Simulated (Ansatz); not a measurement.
**Mo2N (R-3m, No. 166, 3 atoms in the cell; start mp-1221525): bulk modulus B0 by level of theory**

No measured value is used here.

```tsv
level (code)	value (GPa)	cell (Å³/atom)
LDA (Ansatz)	346	11.56
PBEsol (Ansatz)	331	11.74
r²SCAN (Ansatz)	325	11.95
```

The crystal itself was run without spin with LDA, PBEsol, r²SCAN; a magnetic state was not tried in these runs. LDA, PBEsol, r²SCAN: the run has no spin polarisation, so it can have missed a magnetic state. LDA, PBEsol, r²SCAN: the bulk modulus is −V dP/dV from two relaxed cells at ±2 % in volume. LDA, PBEsol, r²SCAN: the relaxation could not lower the start's symmetry, so the cell can be a saddle point above a distorted one. Each level is taken at its own relaxed cell. Cutoffs differ between the levels. Ansatz's density-functional and Hartree–Fock values are scalar-relativistic unless marked +SOC, with PAW data made under PBE.

A start named mp-… is a Materials Project structure, which need not be a measured phase.

Ansatz is a first-principles code.
